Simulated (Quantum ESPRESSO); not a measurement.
A self-consistent single point of Ti2H (P1, 6 atoms in the cell) with Quantum ESPRESSO.

Computed with PBEsol, PseudoDojo standard norm-conserving (PBESOL) pseudopotentials (plane waves; Quantum ESPRESSO).

The change in words: lattice scaled by 0.98. Reference geometry:
```xyz
6
Lattice="4.2292 0.0000 0.0000 0.0000 4.2292 0.0000 0.0000 0.0000 4.2292" Properties=species:S:1:pos:R:3 pbc="T T T"
Ti     1.0784     3.1655     1.0752
Ti     3.1622     3.1803     3.1585
Ti     3.1452     1.0776     1.0657
Ti     1.0526     1.0630     3.1617
H      0.0083     0.0099    -0.0168
H      2.1263     2.0768     2.1287
```

Reference input (self-consistent single point, DFT, PBEsol, plane waves, PseudoDojo standard norm-conserving (PBESOL) pseudopotentials): ecutwfc = 85 Ry; occupations = smearing; smearing = fd; degauss = 0.0073499 Ry; potentials = {Ti: Ti.upf, H: H.upf}; K_POINTS = automatic 5 5 5 0 0 0; conv_thr = 1e-10 Ry; mixing_beta = 0.7. This run's input differs from it in these lines:

```diff
@@ -25,5 +25,5 @@
 CELL_PARAMETERS angstrom
-   4.22920000     0.00000000     0.00000000
-   0.00000000     4.22920000     0.00000000
-   0.00000000     0.00000000     4.22920000
+   4.14461600     0.00000000     0.00000000
+   0.00000000     4.14461600     0.00000000
+   0.00000000     0.00000000     4.14461600
 ATOMIC_POSITIONS alat
```

Output, abridged:

```
     Self-consistent Calculation

     iteration #  1     ecut=    85.00 Ry     beta= 0.70

     Threshold (ethr) on eigenvalues was too large:
     Diagonalizing with lowered threshold

     total energy              =    -476.69829539 Ry
     estimated scf accuracy    <       0.35382621 Ry

     iteration #  2     ecut=    85.00 Ry     beta= 0.70

     total energy              =    -476.78114636 Ry
     estimated scf accuracy    <       0.10115118 Ry

     iteration #  3     ecut=    85.00 Ry     beta= 0.70

     total energy              =    -476.77667966 Ry
     estimated scf accuracy    <       0.32924300 Ry

   [... 16 blocks of this kind left out ...]

     iteration # 20     ecut=    85.00 Ry     beta= 0.70

     total energy              =    -476.81232543 Ry
     estimated scf accuracy    <          2.0E-10 Ry

     iteration # 21     ecut=    85.00 Ry     beta= 0.70
     End of self-consistent calculation

     the Fermi energy is    13.1863 ev

!    total energy              =    -476.81232543 Ry
     estimated scf accuracy    <          7.7E-11 Ry
     smearing contrib. (-TS)   =      -0.01341000 Ry
     internal energy E=F+TS    =    -476.79891543 Ry

     convergence has been achieved in  21 iterations

     Forces acting on atoms (cartesian axes, Ry/au):

     atom    1 type  1   force =    -0.01342473    0.00965274   -0.01163392
     atom    2 type  1   force =     0.00754742    0.00429804    0.00929888
     atom    3 type  1   force =     0.02073229   -0.01818926   -0.01716509
     atom    4 type  1   force =    -0.00643481   -0.00617656    0.00919880
     atom    5 type  2   force =    -0.00362212   -0.00306958    0.00930697
     atom    6 type  2   force =    -0.00479804    0.01348462    0.00099436

     Total force =     0.045882     Total SCF correction =     0.000002

          total   stress  (Ry/bohr**3)                   (kbar)     P=       43.08
   0.00029444   0.00003312  -0.00006322           43.31        4.87       -9.30
   0.00003312   0.00029078   0.00000686            4.87       42.78        1.01
  -0.00006322   0.00000686   0.00029326           -9.30        1.01       43.14

   JOB DONE.
```

The run converged in 21 iterations. Against the reference run the free energy goes up by 1.4 meV/atom, the pressure goes from -3.36 to 4.31 GPa and the largest force goes from 0.712 to 0.835 eV/Å.

The starting cell comes from a database of computed structures (which also holds hypothetical and non-ambient phases and stackings), without a prior relaxation at this level. Its atoms were displaced at random from the sites of space group no. 224. For this run, on top of that: lattice scaled by 0.98. Spin polarisation is off. With a pressure of about 4 GPa the cell is away from its equilibrium volume at this level.

Cost on one core of a shared machine: roughly 4 min.
